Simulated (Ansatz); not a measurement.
The starting structures come from a database of crystals and need not be the phases stable at ambient conditions.

By PBEsol, the system below comes out a metal.

A figure of merit of an interconnect metal is its ballistic conductance per area.

Given:

```
Al3Sc
1.0
    4.02559     0.00000     0.00000
    0.00000     8.84639     0.00000
    2.01280     4.42319     2.01280
Sc Al
1 3
Direct
  0.00000   0.00000   0.00000
  0.50000   0.75000   0.00000
  0.50000   0.25000   0.00000
  0.00000   0.50000   0.00000
```

Space group of this cell: I4/mmm. The cell is taken as given; by PBEsol its mean pressure is -2.4 GPa.

The current flows along the normal of the first two printed cell vectors, the (100) plane of the conventional cell. No spin-orbit coupling; the value is a mean over 0.1 eV about the Fermi level.

Task: State the ballistic conductance per area according to PBEsol (Ansatz, a program for electronic structure).

Result: 0.71 × 10¹⁵ S/m² for both spins.
